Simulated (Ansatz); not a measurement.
Abridged Ansatz (a first-principles code) output:

```
Pseudopotential: Cu, paw, valence charge 19
Pseudopotential: Ga, paw, valence charge 13
Pseudopotential: Se, paw, valence charge 16
Crystal: 8 atoms, lattice volume = 171.835 Å³
Basis set: ecut = 420 eV, 3411 PW (Γ), exchange–correlation on 96×96×96 points (8 copies of the dense FFT grid, shifted against one another)
Bands: 72, of which v1, the nominal top of the filled ones, is band 64 counted from 1 (63 counted from 0)
Symmetry: 8 space group operations
k-points: 59 of 512 (time reversal used)
Functional: x = pbesol(κ = 0.804, μ = 0.12345679012345678), c = pbesol(β = 0.046)
SCF iter   1: F=—  HF=-42365.560662 eV  |F-HF|=—  |Δ(HF+E_count)|=         —  Δρ=5.23e-2  dr2=3.53e0  ethr=3.10e-3  ⟨swp⟩=5.8  Hψ=14182  notcnv=0
SCF iter   2: F=—  HF=-42364.809004 eV  |F-HF|=—  |Δ(HF+E_count)|=   7.52e-1  Δρ=3.79e-2  dr2=1.34e0  ethr=2.76e-3  ⟨swp⟩=3.0  Hψ=8903  notcnv=0  defer=154
SCF 1 converged in 14 iterations: F = -42364.479435 eV  dr2 = 5.69e-11
SCF converged after 14 iterations
Free energy (F): -42364.479435 eV
Internal energy: -42364.478859 eV  (E = F + TS)
E sigma→0 (E₀):  -42364.479147 eV
Entropy (-TS):   -0.000576 eV (-0.072 meV/atom)
Fermi energy:    8.708649 eV
--- Forces (eV/Å), atoms counted from 1 ---
  atom   1  Cu    -0.00000000     0.00000000     0.00000000
  atom   2  Cu    -0.00000000    -0.00000000     0.00000000
  atom   3  Ga     0.00000000     0.00000000     0.00000000
  atom   4  Ga     0.00000000     0.00000000     0.00000000
  atom   5  Se     0.00000000    -0.00050584     0.00000000
  atom   6  Se     0.00000000     0.00050584     0.00000000
  atom   7  Se     0.00050584    -0.00000000     0.00000000
  atom   8  Se    -0.00050584    -0.00000000     0.00000000
--- Stress (GPa, compression-positive) ---
       -0.003811       0.000000       0.000000
        0.000000      -0.003811      -0.000000
        0.000000      -0.000000       0.002327
  P = ⅓ Tr σ = -0.0018 GPa (-0.018 kbar)
```

What was computed, and what are the main results?

GaCuSe2, 8 atoms in the cell, with Ansatz PBEsol, no spin-orbit coupling, earlier PAW set. The last SCF converged to F = -42364.479435 eV, or -5295.5599 eV per atom, at a pressure of 0.00 GPa. The total energy compares only with runs of the same code, potentials and settings.

Stability against distortions was not tested. All final runs are without spin polarisation. The cell is GaCuSe2 in the chalcopyrite structure (space group I-42d, No. 122).
